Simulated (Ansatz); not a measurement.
Worked example: zone-centre phonon calculation of HgTe (F-43m, 2 atoms in the cell) in Ansatz (a first-principles code).

Method of the run: PBEsol, default PAW files made with PBE (plane waves; Ansatz).

```
HgTe
1.0
    0.00000     3.21385     3.21385
    3.21385     0.00000     3.21385
    3.21385     3.21385     0.00000
Hg Te
1 1
Cartesian
  0.00000   0.00000   0.00000
  1.60692   1.60692   1.60692
```

Reference input (self-consistent single point, DFT, PBEsol, plane waves, default PAW files made with PBE): basis.ecutwfc = 420 eV; kpoints.mp_grid.grid = 7 7 7; hamiltonian.xc = pbesol; hamiltonian.pseudopotentials = {kind: paw} (the program's default PAW files); scf.occupations.method = fermi_dirac; scf.occupations.width = 0.01 eV. This run's input differs from it in these lines:

Ansatz 0.2 input:
```diff
@@ -13,3 +13,3 @@
   mp_grid:
-    grid: [7, 7, 7]
+    grid: [11, 11, 11]
 hamiltonian:
@@ -22,6 +22,4 @@
     width: 0.01
-output:
-  forces: true
-  eigenvalues: true
-  stress: true
+phonons:
+  method: dfpt
```

The program printed (abridged):

```
SCF iter   1: F=—  HF=-20569.803676 eV  |F-HF|=—  |Δ(HF+E_count)|=         —  Δρ=2.75e-3  dr2=7.86e-3  ethr=1.77e-3  ⟨swp⟩=6.3  Hψ=13349  notcnv=0
all-band conjugate gradients solve this SCF's bands
preconditioner: auto → none
SCF iter   2: F=—  HF=-20569.801363 eV  |F-HF|=—  |Δ(HF+E_count)|=   2.31e-3  Δρ=8.42e-4  dr2=3.02e-4  ethr=2.18e-5  ⟨swp⟩=4.0  Hψ=6730  notcnv=0
   [... lines left out ...]
SCF iter   5: F=—  HF=-20569.801636 eV  |F-HF|=—  |Δ(HF+E_count)|=   1.04e-5  Δρ=2.10e-5  dr2=1.76e-7  ethr=6.20e-8  ⟨swp⟩=2.0  Hψ=3781  notcnv=0
SCF iter   6: F=—  HF=-20569.801637 eV  |F-HF|=—  |Δ(HF+E_count)|=   1.13e-6  Δρ=3.93e-6  dr2=8.20e-9  ethr=4.88e-10  ⟨swp⟩=2.0  Hψ=3905  notcnv=0
SCF iter   7: F=—  HF=-20569.801637 eV  |F-HF|=—  |Δ(HF+E_count)|=   4.88e-9  Δρ=5.53e-7  dr2=1.32e-10  ethr=2.28e-11  ⟨swp⟩=2.0  Hψ=5014  notcnv=0
SCF iter   8: F=-20569.801637 eV  HF=-20569.801637 eV  |F-HF|=0.00e0  |Δ(HF+E_count)|=  3.78e-10  Δρ=9.33e-8  dr2=5.97e-12  ethr=1.00e-12  ⟨swp⟩=7.0  Hψ=12684  notcnv=0
SCF 1 converged in 8 iterations: F = -20569.801637 eV  dr2 = 5.97e-12
DFPT response loops at Γ: preconditioner auto → none (partly filled bands, converged f_vac=0.172); β = 0.50; Broyden in place of MSR1
Free energy (F): -20569.801637 eV
Internal energy: -20569.801608 eV  (E = F + TS)
E sigma→0 (E₀):  -20569.801623 eV
Entropy (-TS):   -0.000029 eV (-0.014 meV/atom)
Fermi energy:    8.868805 eV
--- Phonons (Γ-DFPT): 2 representative perturbations + reference, on 126 of 1331 k-points (Σ response iterations 6) ---
  k mesh reduced under 8 symmetry operations, with k and −k counted as one. Each operation leaves every solved displacement unchanged or reverses it
  ASR residual: 1.623e-4 → 0.000e0 eV/Å²; symmetrization residual: 7.480e-5 eV/Å²
  ASR residual per site (eV/Å²): 1.62e-4 1.92e-5
  Γ frequencies (cm⁻¹): 0.00 0.00 0.00 118.59 118.59 118.59
  non-analytic LO–TO correction: not included (Born effective charges unavailable; polar crystals: no LO–TO splitting at Γ)
```

The run converged in 8 iterations. 

Summary of the result:
```
Quantity                                                                   Value
--------------------------------------------------------  ----------------------
Free energy E − TS (on the zero of these files)                   -20569.8016 eV
Fermi level (on the code's own zero)                                     8.87 eV
Zone-centre frequencies (cm⁻¹; negative means imaginary)  0, 0, 0, 119, 119, 119
```

The starting cell has typed, rounded lattice constants, without a prior relaxation at this level. Its lattice was rescaled by up to half a per cent.

Cost on one core of a shared machine: roughly 60 s.
